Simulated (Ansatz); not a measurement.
A periodic model of amorphous Hf18O37Zn:

```xyz
56
Lattice="8.6019 -0.2307 -0.3295 -0.2307 8.9896 -0.0973 -0.3295 -0.0973 9.4491" Properties=species:S:1:pos:R:3 pbc="T T T"
Hf     0.4802     7.0640     7.0800
Hf     6.1356     4.6325     8.4679
Hf     8.0700     8.2523     3.7951
Hf     2.7562     0.4401     6.0690
Hf     4.8435     7.0742     3.8284
Hf     3.6863     6.7798     7.4095
Hf     2.9150     4.5517     1.1371
Hf     6.9450     2.0735     1.6787
Hf     3.4224     1.0892     2.8000
Hf    -0.0095     2.2720     8.2882
Hf     4.3957     3.7333     4.0743
Hf     5.9514     1.1909     6.0430
Hf     2.6285     3.7406     7.4362
Hf     7.9449     5.6683     1.8518
Hf     0.9755     2.8835     4.2355
Hf     7.3606     4.5500     5.2950
Hf     1.9858     7.6672     0.9663
Hf     6.7965     8.3278     8.9888
O      8.0075     1.3204     3.2218
O      5.0318     2.4145     2.5155
O      3.4375     8.0198     2.6375
O      7.4648     0.3880     7.3025
O      4.1057     3.4459    -0.1826
O      2.7954     3.5071     5.3135
O      8.1727     4.0592     3.2728
O      3.3229     6.3458     0.0919
O      6.1891     8.5778     4.6790
O      7.0612     3.9351     0.8622
O      0.1242     7.7373     9.0177
O      5.3649     7.6452     7.8363
O      2.4773     3.1170     2.7166
O      3.6236     7.5489     5.4925
O      6.9589     6.3672     0.2102
O      0.5770     8.6760     5.8318
O      7.4868     5.4483     7.1528
O      4.3780     1.2263     7.2610
O      0.1720     3.3048     6.0662
O      8.3822     1.3570     0.3011
O      6.7704     2.9153     7.5945
O      4.0836     5.2739     2.7228
O      6.6488     6.9308     2.8374
O      1.2817     5.6807     1.6079
O      1.2079     3.7725     8.9850
O      5.4636     5.3523     4.8263
O      1.8687     5.6067     6.9923
O      1.8175     0.9789     4.1345
O      2.8565     0.6426     0.8841
O      5.9548     0.5950     0.7173
O     -0.3065     6.5211     5.1443
O      1.8330     1.8167     7.3545
O      6.0700     2.9208     4.9986
O      0.3696     7.8730     2.3686
O      2.2617     8.1627     7.6590
O      4.2549     1.1382     4.7165
O      4.4538     4.8541     7.3584
Zn     3.9632     1.2887     9.1773
```

The numbers are results of PBE, scalar-relativistic without spin-orbit coupling (plane waves to 420 eV, PAW; Ansatz, an electronic-structure program), not measurements.

It comes from a melt-quench run on a machine-learned potential (CHGNet), relaxed afterwards by DFT. O atoms were pushed apart under 1.9 Å during the dynamics, to hinder bonds among them. The hot cell started wider than the set density and was brought back towards it in steps. It is the lowest in DFT energy of 2 quenches. It is a model cell: composition and starting density were chosen by hand, and all elements were melted together. No dispersion term was used. Its density started from a set value of 8.88 and ended at 8.81 g/cm³. The simulated quench (nominally 300 K/ps over its main leg) is rapid and tends to freeze in more defects than a deposited or slowly cooled glass has. A cell of this size samples the disorder only roughly. Volume and shape were free in the relaxation.

Cut-offs for bonds: Hf-Hf 3.34 Å, Hf-O 2.56 Å, Hf-Zn 3.01 Å, O-O 1.58 Å, O-Zn 2.26 Å, Zn-Zn 2.68 Å. Two cations that share two anions don't count as bonded, nor two that share one unless they lie closer than Hf-Hf 3.25 Å, Hf-Zn 2.93 Å, Zn-Zn 2.61 Å.

Problem. Give the coordination numbers, mean bond lengths and angles.

Solution. 
The mean coordination of Hf by anions is 5.94 (2 with 5, 15 with 6, 1 with 7) and the mean coordination of O comes out as 3.00 (1 with 2, 35 with 3, 1 with 4). The mean coordination of Zn by anions is 4.00 (1 with 4) and the mean Hf-O bond comes out as 2.119 Å (spread 0.089 Å, 107 counted). The mean O-Zn bond is 2.027 Å (spread 0.054 Å, 4 counted) and the bond angle at Hf comes out as mean 103.6°, spread 28.5°. The bond angle at O is mean 116.2°, spread 17.0° and the bond angle at Zn comes out as mean 109.6°, spread 13.0°.

Problem. Which atoms depart from the most common coordination of their element?

Solution. Hf2 has 5 (O55 2.03 Å, O39 2.03 Å, O35 2.05 Å, O33 2.08 Å, O28 2.09 Å); Hf4 has 7 (O34 2.09 Å, O50 2.10 Å, O53 2.13 Å, O54 2.14 Å, O36 2.16 Å, O46 2.22 Å, O32 2.23 Å); Hf8 has 5 (O19 2.02 Å, O48 2.02 Å, O28 2.04 Å, O38 2.12 Å, O20 2.12 Å); O30 has 2 (Hf6 1.94 Å, Hf18 1.96 Å); O31 has 4 (Hf15 2.15 Å, Hf7 2.18 Å, Hf9 2.24 Å, Hf11 2.43 Å).

Problem. List the pairs of like atoms that count as bonded by the rules above.

Solution. There are none by these rules.
